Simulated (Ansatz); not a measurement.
The reference is ZnSe in the zinc blende structure (space group F-43m, No. 216; a = 5.733 Å).

Levels (all Ansatz, an electronic-structure program, PAW, earlier PAW set): PBE (420 eV, no spin-orbit coupling); PBEsol (420 eV, without spin-orbit coupling).

Levels that relaxed their own cell: PBE and PBEsol.

| level | band gap | lattice parameter a |
|---|---|---|
| PBE | 1.15 eV | 5.733 Å |
| PBEsol | 1.23 eV | 5.634 Å |

Measured: band gap 2.87 eV (static lattice; corrected from measurement; as listed in Wei Chen et al., Physical Review Materials (2018)); lattice parameter a 5.6676 Å (room temperature; as listed in Martin Albrecht, Beate Paulus, Hermann Stoll, Phys. Rev. B (1997)).

Computed minus measured — band gap: PBE -1.72 eV, PBEsol -1.64 eV (closest: PBEsol); lattice parameter a: PBE +1.2 %, PBEsol -0.6 % (closest: PBEsol). Measured values not marked as corrected hold thermal and zero-point effects that the static-lattice runs lack. A measured gap can be an optical one, lowered by exciton binding. Levels without spin-orbit coupling miss its lowering of the gap, often about a third of the valence-band splitting.

Whether these cells are dynamically stable was not tested.
